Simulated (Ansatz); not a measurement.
**A computed series for Cu2O: response to strain**

Take Cu$_{2}$O (space group Pn-3m, No. 224; a = 4.246 Å) as the base. Axes: x, y, z lie along the cube axes.

Strains are applied to the cell and any free atomic positions relax; under biaxial strain the out-of-plane vector relaxes too; under stress the whole cell relaxes.

The values are results of Kohn–Sham DFT with the r2SCAN functional, run in Ansatz (an electronic-structure program) with PAW and 500 eV plane waves, without spin-orbit coupling, not measurements.

Notes on the quantities. energy relative to the base: free energy F.

```tsv
change	electron mass	space group	energy relative to the base
base	0.93 mₑ (at Γ)	Pn-3m (No. 224)	0 meV/atom
biaxial strain −0.17 %, plane normal [001], relaxed out of plane	0.94 mₑ (at Γ)	P4_2/nnm (No. 134)	0.0 meV/atom
biaxial strain +1.18 %, plane normal [110], relaxed out of plane	–	Cmme (No. 67)	+0.5 meV/atom
uniaxial stress, 2 GPa compression along z	1.1 mₑ along z, 0.86 mₑ across (at Γ)	P4_2/nnm (No. 134)	+7.6 meV/atom
uniaxial stress, 3 GPa tension along z	0.77 mₑ along z, 1.0 mₑ across (at Γ)	P4_2/nnm (No. 134)	+12 meV/atom
uniaxial stress, 8 GPa tension along x	0.60 mₑ along x, 1.1 mₑ across (at Γ)	P4_2/nnm (No. 134)	+61 meV/atom
```

The levels and masses belong to the bands next to the band gap. Masses are band curvatures over ±0.01 Å⁻¹ around the edge. Beyond what the load breaks, stability against distortions was not tested. No Hubbard U is applied. All final runs are without spin polarisation. Under uniaxial stress, 8 GPa tension along x the cell changed shape so far that it is another structure.
